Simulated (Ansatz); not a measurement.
System: A15 Nb₃Sn (cubic form, which distorts at low temperature). Method: PBE-D4 (PAW; Ansatz, a quantum-chemistry and plane-wave program).

Settings: plane-wave cutoff 520 eV, 10×10×10 k mesh, Fermi–Dirac smearing 0.05 eV, no spin polarisation, scalar-relativistic PAW data made under PBE.

Computed at the level's own relaxed cell.

What does this level give for the equilibrium volume per atom, bulk modulus, lattice constant a and pressure derivative B′ of the bulk modulus?


- equilibrium volume per atom: 18.44 Å³/atom
- bulk modulus: 169 GPa
- lattice constant a: 5.284 Å
- pressure derivative B′ of the bulk modulus: 4.2

The run finds no gap.

Measured, for comparison: equilibrium volume per atom 18.49 Å³/atom, lattice constant a 5.289 Å (temperature not stated, not corrected to a static lattice; as tabulated in Priinits et al. (2024), arXiv:2406.00817); bulk modulus 165 GPa (4 K, zero-point motion not removed; as tabulated in Lu and Klein (1997), arXiv:cond-mat/9704251). Computed (rounded) less measured: equilibrium volume per atom -0.3 %, bulk modulus +2 %, lattice constant a -0.1 %.

Note: symmetry holds this phase in the static calculation, where it need not be a minimum.

Spin–orbit coupling is not included.

The computed numbers hold no vibrational or temperature effects.

The result took very roughly 4 core-minutes.
